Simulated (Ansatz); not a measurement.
GdPd (Cmcm, No. 63) was calculated with r²SCAN in Ansatz (plane waves, PAW).

Run with plane-wave cutoff 500 eV, 16×16×12 k mesh (along the axes of the cell as run), Fermi–Dirac smearing 0.1 eV, spin-polarised start, scalar-relativistic PAW data made under PBE.

Computed at the level's own relaxed cell.

Predict the equilibrium volume per atom.


- equilibrium volume per atom: 22.86 Å³/atom

Note: the magnetic order was assumed, not searched for or taken from measurement; the 4f shell is treated without U or exact exchange, so its levels and filling can be wrong.

Spin–orbit coupling is not included.

The computed numbers hold no vibrational or temperature effects.

Cost on a shared machine: very roughly 90 core-minutes.

Ansatz is an electronic-structure program.
